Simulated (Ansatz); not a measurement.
Take HgTe in the zinc blende structure (space group F-43m, No. 216) as the base.

```
HgTe
1.0
    0.00000     3.32533     3.32533
    3.32533     0.00000     3.32533
    3.32533     3.32533     0.00000
Te Hg
1 1
Direct
  0.75000   0.75000   0.75000
  0.00000   0.00000   0.00000
```

Levels (all Ansatz, an electronic-structure program, PAW): PBE (420 eV, spin-orbit coupling left out); PBEsol (420 eV, no SOC).

Levels that relaxed their own cell: PBE and PBEsol.

| level | lattice parameter a |
|---|---|
| PBE | 6.651 Å |
| PBEsol | 6.510 Å |

Measured: lattice parameter a 6.46 Å (room temperature; as listed in R. J. Cava et al., Journal of Materials Chemistry C (2013)).

Computed minus measured — lattice parameter a: PBE +3.0 %, PBEsol +0.8 % (closest: PBEsol). Measured values not marked as corrected hold thermal and zero-point effects that the static-lattice runs lack.

Stability against distortions was not tested. All final runs are without spin polarisation.
